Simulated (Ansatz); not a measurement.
Start from Sn (space group I4_1/amd, No. 141; a = 5.8329 Å, c = 3.1581 Å).

Perturbation: full substitution Sn → Ir, then cell and atoms are relaxed.

Levels (all Ansatz, a first-principles code, PAW): PBEsol (420 eV, spin-orbit coupling left out); r2SCAN (500 eV, without spin-orbit coupling).

The geometry is relaxed with PBEsol.

- PBEsol pressure = 0.0 GPa

With r2SCAN at the same geometry, the pressure goes from zero to 4.2 GPa.

Single points use the geometry relaxed with PBEsol. Their cutoffs differ, which shifts pressures a little. No phonon test of stability was made. As relaxed here, Ir is a hypothetical phase, not in the database extracts checked. The final runs are not spin-polarised.
